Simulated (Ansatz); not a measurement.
MgS (Fm-3m), PBEsol with spin-orbit coupling, rigid bands run with Ansatz (a first-principles code): Condition of this run: hydrostatic pressure 10 GPa (the target of the relaxation). band gap 2.89 eV, N_c = 1.72e19 cm⁻³ and N_v = 7.28e19 cm⁻³ at 300 K, conductivity masses of 0.362 mₑ (electrons) and 1.07 mₑ (holes). Take k_BT = 0.02585 eV.

Task: What thermal injection velocity √(2k_BT/πm) limits a ballistic channel?

Result: 8.94e6 cm/s for electrons and 5.20e6 cm/s for holes, a ratio of √(m_h/m_e) = 1.72, for dilute carriers.

Task: Find the intrinsic carrier density and the intrinsic Fermi level.

Result: n_i = √(N_c N_v) exp(−E_g/2k_BT) = 3.54e19 × exp(−55.90) = 1.9e-5 cm⁻³. The level lies (k_BT/2) ln(N_v/N_c) = 19 meV from mid-gap (positive towards the conduction band). Each 0.1 eV added to the gap lowers n_i by a factor of 6.9.

Task: A film of it is 8 nm thick. Estimate the confinement energies in an infinite well.

Result: ħ²π²/(2m t²) = 0.376 eV·nm²/(m/mₑ × t²) gives 16.2 meV for electrons and 5.49 meV for holes, so the gap would widen to about 2.91 eV. Finite barriers and nonparabolic bands lower this, and with several valleys or bands the heaviest mass along the normal sets the lowest level, not this average.

Rigid, parabolic bands with the computed gap; masses take one relaxation time for all states.
